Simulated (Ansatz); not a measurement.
CsSnBr3: element substitutions

The reference is CsSnBr$_{3}$ in the cubic perovskite structure (space group Pm-3m, No. 221; a = 5.764 Å).

Each row replaces one element on all its sites; cell and atoms are relaxed.

Computed with PBEsol, PAW, 420 eV (Ansatz, a quantum-chemistry and plane-wave program; spin-orbit coupling left out).

Only one of these has no band gap. Which?
A) Sn → Mo
B) Cs → Na
C) Br → I

A, Sn → Mo. Computed: Br → I: 0.10 eV; Sn → Mo: zero; Cs → Na: 0.13 eV

Other magnetic orders, which the real material may have, were not ruled out. Spin-orbit coupling, missing from the scalar runs, can matter with I. No phonon test of stability was made. As relaxed here, CsMoBr3 and NaSnBr3 are hypothetical phases, not in the database extracts checked. No Hubbard U is applied, and correlation can decide whether such a compound is a metal. Many cubic perovskites are stable only at high temperature; tilts and polar distortions were not tested. A zero or small gap of CsSnI3, CsSnBr3 and NaSnBr3 can be the functional's error rather than a property of the material.
